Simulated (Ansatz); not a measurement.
Take BAs in the zinc blende structure (space group F-43m, No. 216) as the base.

```xyz
2
Lattice="0.0000 2.3913 2.3913 2.3913 0.0000 2.3913 2.3913 2.3913 0.0000" Properties=species:S:1:pos:R:3 pbc="T T T"
As     3.5869     3.5869     3.5869
B      0.0000     0.0000     0.0000
```

Cartesian axes are those of the cell as printed.

Computed with r2SCAN (Ansatz, an electronic-structure program, PAW, no SOC), earlier PAW set.

Base values:

* **Valley order**: a point along ⟨100⟩, about 1.0 Å⁻¹ from Γ 1.38 eV

Modification: uniaxial strain ε_xx = +1.28 %, all other strain components held at zero, atoms relaxed at fixed cell.

Question: How does this affect the valley order?

Answer: The valley order (the lowest conduction-band minima on the path, energy above the VBM, named in the base's zone) changes from a point along ⟨100⟩, about 1.0 Å⁻¹ from Γ 1.38 eV to a point along [001], about 1.1 Å⁻¹ from Γ 1.29 eV; a point along [100], about 1.1 Å⁻¹ from Γ 1.46 eV.

The levels and masses belong to the bands next to the band gap. No phonon test of stability was made.
